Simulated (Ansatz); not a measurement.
## Pressure series in BeS

Start from BeS in the zinc blende structure (space group F-43m, No. 216; a = 4.8381 Å).

Cell and atoms are relaxed at each pressure.

All numbers come from Ansatz (a program for electronic structure) PBEsol, no spin-orbit coupling.

Candidates:
(a) pressure −2 GPa
(b) pressure 22.5 GPa
(c) pressure −1 GPa
(d) pressure 4.5 GPa
(e) pressure 0.9 GPa

Before the change:

Band gap: 2.91 eV

Q: Order them by band gap, highest first.

A: (a) pressure −2 GPa (2.96 eV), (c) pressure −1 GPa (2.93 eV), (e) pressure 0.9 GPa (2.89 eV), (d) pressure 4.5 GPa (2.81 eV), (b) pressure 22.5 GPa (2.46 eV)

Load acts through the strain it causes; cell and atoms are relaxed under it. No phonon test of stability was made. No other phases were tried under pressure.
